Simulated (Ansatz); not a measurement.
**CsCl-type RuAl: polycrystal shear modulus by level of theory**

No measured value is used here.

```csv
level (code),value (GPa),cell (Å³/atom)
LDA (Ansatz),119,12.88
PBE (Ansatz),…,13.55
PBEsol (Ansatz),115,13.18
r²SCAN (Ansatz),118,13.26
HSE06 (Ansatz),118,13.12
```

Question: Complete the blanks.

Answer: 
- PBE (Ansatz, an electronic-structure program), value (GPa): 107

HSE06: hybrids on metals are sensitive to the k mesh. Each level is taken at its own relaxed cell. Cutoffs and k meshes differ between the levels. Ansatz's density-functional and Hartree–Fock values are scalar-relativistic unless marked +SOC, with PAW data made under PBE.
